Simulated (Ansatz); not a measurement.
## Be_B in zinc-blende BP

All values below come from PBE, PAW (plane waves to 420 eV; Ansatz, a program for electronic structure). A 2×2×2 supercell of 64 sites was used; the energies come from a 2×2×2 shifted sampling of its zone. Site at the start: the B site. Charged cells carry a point-charge image correction with potential alignment at far atoms. Dielectric constants: PBE linear response of the host. Host gap at this level: 1.25 eV. These values are not converged in cell size to better than tenths of an eV. Levels are measured in PBE's own, too narrow, gap. Spin–orbit coupling is left out. Each state is the lowest found from its start.

Formation energies E_f are given with the Fermi level at the valence-band maximum. Chemical conditions: P-rich (Δμ(B) = -0.86 eV, Δμ(Be) = -1.05 eV, bounded by BeP2 (C2/c); only phases computed here count, gases as isolated molecules at 0 K). Reference phases: B: alpha boron, Be: hcp Be.

```json
[
 {"charge": "+1*", "moment (μB)": "not spin-polarised", "largest move off a lattice site (Å)": "0.10", "image correction with alignment (eV)": "–", "E_f, P-rich (eV)": "–"},
 {"charge": "0*", "moment (μB)": "fractional", "largest move off a lattice site (Å)": "0.09", "image correction with alignment (eV)": "–", "E_f, P-rich (eV)": "–"},
 {"charge": "−1", "moment (μB)": "not spin-polarised", "largest move off a lattice site (Å)": "0.07", "image correction with alignment (eV)": "0.23", "E_f, P-rich (eV)": "1.65"}
]
```

* At this level the carrier isn't localised at the defect: at charge +1 holes occupy the valence band; at charge 0 holes occupy the valence band. Such a state is shallow or no state of the defect, and this cell gives it no level.

Starting moments that weren't kept: charge 0 began with 1 μB and ended with 0.4.

Flagged in the runs: a doubtful potential alignment.
